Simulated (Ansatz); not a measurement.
Band structure of Ca2In3Cu (Cm, 6 atoms in the cell).

```xyz
6
Lattice="5.6332 -2.3855 0.0000 5.6332 2.3855 0.0000 -5.0343 0.0000 5.6660" Properties=species:S:1:pos:R:3 pbc="T T T"
Ca     4.6303     0.0000     1.6486
Ca     1.5803     0.0000     3.9941
In     8.0584     0.0000     1.8055
In     4.8346     0.0000     4.9250
In     1.3073     0.0000     0.5460
Cu    -1.7147     0.0000     4.0787
```

Level of theory: LDA (PW92), PAW files made with PBE (plane waves; Ansatz, an electronic-structure program).

Settings: basis.ecutwfc = 420 eV; kpoints.mp_grid.grid = 4 4 3; hamiltonian.xc = lda; hamiltonian.pseudopotentials = {kind: paw} (the program's default PAW files); scf.occupations.method = fermi_dirac; scf.occupations.width = 0.05 eV; kpoints.band_path.path = [[0.5, 0.5, -0.5], [0.0, 0.0, 0.0], [0.0, 0.0, 0.5]]; kpoints.band_path.npoints = 8.

The starting cell comes from a database of computed structures (which also holds hypothetical and non-ambient phases and stackings), without a prior relaxation at this level. Spin polarisation is off.

Levels in eV from the Fermi level, bands 35 to 42:
```csv
point,35,36,37,38,39,40,41,42
X,-2.30,-2.16,-1.01,-0.81,-0.08,0.25,0.83,1.21
Γ,-2.61,-1.71,-1.38,-0.85,-0.17,-0.15,0.56,1.31
Y,-2.39,-2.14,-1.03,-0.90,0.16,0.30,0.88,1.27
```

Bands cross the Fermi level along this path, so the cell is metallic at this level.

Keys are those of Ansatz 0.2.
